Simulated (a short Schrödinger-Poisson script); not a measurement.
Structure: symmetric double-gate stack, HfO2 on p-type Si(100), at 300 K.

```tsv
layer	material	thickness (nm)	Na (cm⁻³)
1	HfO2	7.1	-
2	Si	5	2e17
3	HfO2	7.1	-
```

The device is made up for the run: typed textbook-type constants, with dimensions and the other settings drawn at random. HfO2: permittivity 22, conduction-band edge (eV) 1.55, gap (eV) 5.7, electron mass (mₑ) 0.2. Si: permittivity 11.7, conduction-band edge (eV) 0, gap (eV) 1.124, Nv at 300 K (cm⁻³) 3.1e19.

Channel valleys (confinement mass, in-plane density-of-states mass, number): Δ2 0.916, 0.19, 2; Δ4 0.19, 0.417, 4. At the gates, both at one voltage, the conduction-band edge of layer 1 lies 1.97 eV − eVg above the Fermi level of the channel. Gaps are held at their typed values at every temperature. Mesh 0.03 nm at interfaces.

From a short Schrödinger-Poisson script (our own, NumPy): 1D Poisson equation in equilibrium, electrons quantum, Hartree (BenDaniel-Duke, 12 states a valley, the channel's in-plane mass for all, wave functions ending at the dielectric), parabolic valleys, classical holes, full ionisation, no traps, pinning or gate leakage.

The same stack at other levels of the model or other numerical settings:

| run | sheet density of all electrons at Vg = 1.1 V (cm⁻²) | sheet density of all electrons at Vg = 0.5 V (cm⁻²) | capacitance of both gates at Vg = 1.1 V (μF/cm²) | gate voltage at 1e11 electrons/cm² (V) | rough cost against the base |
|---|---|---|---|---|---|
| base | 1.62e13 | 2.14e12 | 4.07 | 0.34 | about 1 |
| electrons treated as classical, Boltzmann | 2.09e13 | 3.29e12 | 5.05 | 0.30 | 0.07 |
| electrons treated as classical, Fermi-Dirac | 1.98e13 | 3.23e12 | 4.69 | 0.30 | 0.2 |
| mesh six times as coarse | 1.62e13 | 2.14e12 | 4.07 | 0.34 | 0.3 |
| one subband a valley | 1.57e13 | 2.05e12 | 3.94 | 0.34 | 0.4 |

The classical rows ignore confinement, and Boltzmann statistics overrate the density once the band edge passes the Fermi level.
